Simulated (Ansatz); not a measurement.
**BeS: response to strain**

Consider BeS in the zinc blende structure (space group F-43m, No. 216; a = 4.7964 Å).

Strains are applied to the cell and any free atomic positions relax.

Calculations: LDA (Ansatz, an electronic-structure program; PAW; 420 eV plane waves; spin-orbit coupling left out).

```csv
change,smallest direct gap,width of the top valence band,electron mass
base,5.49 eV,3.57 eV,"0.80 mₑ along k, 0.28 mₑ across (at X)"
isotropic strain −3.00 %,5.43 eV,4.06 eV,"0.77 mₑ along k, 0.26 mₑ across (at X)"
isotropic strain −1.50 %,5.47 eV,3.81 eV,"0.78 mₑ along k, 0.27 mₑ across (at X)"
isotropic strain −1.00 %,5.48 eV,3.73 eV,"0.79 mₑ along k, 0.27 mₑ across (at X)"
isotropic strain +0.50 %,5.49 eV,3.50 eV,"0.80 mₑ along k, 0.28 mₑ across (at X)"
isotropic strain +1.00 %,5.47 eV,3.43 eV,"0.81 mₑ along k, 0.28 mₑ across (at X)"
isotropic strain +1.50 %,5.44 eV,3.36 eV,"0.81 mₑ along k, 0.28 mₑ across (at X)"
isotropic strain +2.00 %,5.40 eV,3.29 eV,"0.82 mₑ along k, 0.29 mₑ across (at X)"
isotropic strain +2.50 %,5.32 eV,3.22 eV,"0.82 mₑ along k, 0.29 mₑ across (at X)"
isotropic strain +3.00 %,5.20 eV,3.15 eV,"0.83 mₑ along k, 0.29 mₑ across (at X)"
```

Masses are band curvatures over ±0.01 Å⁻¹ around the edge. Along k means along the line from Γ to the band edge. Whether these cells are dynamically stable was not tested.
